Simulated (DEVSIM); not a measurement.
System: abrupt Si p-n junction, at 350 K.

Layer 1 from the left is Si, thickness (μm) 63.0, Na (cm⁻³) 2.2e17, τn (s) 1.9e-5, τp (s) 1.9e-5. Layer 2 from the left is Si, thickness (μm) 16.0, Nd (cm⁻³) 1.7e17, τn (s) 1.9e-5, τp (s) 1.9e-5.

Left contact: ohmic. Right contact: ohmic. Voltage is applied to the left contact. Recombination: SRH at mid-gap. Mobility is μmin + (μ − μmin)/(1 + (N/Nref)^α).

Constants are typed, rounded textbook-type inputs, not results; the design itself was drawn at random and stands for no fabricated device. Values at 300 K; Nc and Nv go as T^1.5, mobilities as T to minus their exponent, the gap by Varshni's rule with the affinity fixed.

Si: gap (eV) 1.124, affinity (eV) 4.05, permittivity 11.7, Nc (cm⁻³) 2.86e19, Nv (cm⁻³) 3.1e19, μn (cm²/Vs) 1417, μp (cm²/Vs) 470, μn,min 52, μp,min 45, Nref,n 9.7e16, Nref,p 2.2e17, αn 0.68, αp 0.72, T exponent of μn 2.3, T exponent of μp 2.2, Varshni α (eV/K) 0.000473, Varshni β (K) 636.

Task: Estimate by hand the built-in potential, the peak field at zero bias, the capacitance at -0.5 V, and compare with a numerical solution.

Result: 
- Built-in potential: ni = √(Nc Nv) exp(−Eg/2kT) = 3.78e11 cm⁻³ with Eg = 1.111 eV; Vbi = kT/q ln(Na Nd/ni²) = 0.793 V; numerical 0.793 V.
- Peak field at zero bias: depletion approximation: W = √(2εVbi/(qN)) = 0.103 μm with N = 9.59e16 cm⁻³; field = 2Vbi/W = 153000 V/cm; numerical 147000 V/cm (estimate above by 4.0 %).
- Capacitance at -0.5 V: C = √(qεN / 2(Vbi + |V|)) = 78.5 nF/cm²; numerical 80.3 nF/cm² (estimate below by 2.3 %).

Simulated with DEVSIM: 1D drift-diffusion, Boltzmann statistics, complete ionisation; no tunnelling, impact ionisation, image-force lowering or self-heating.
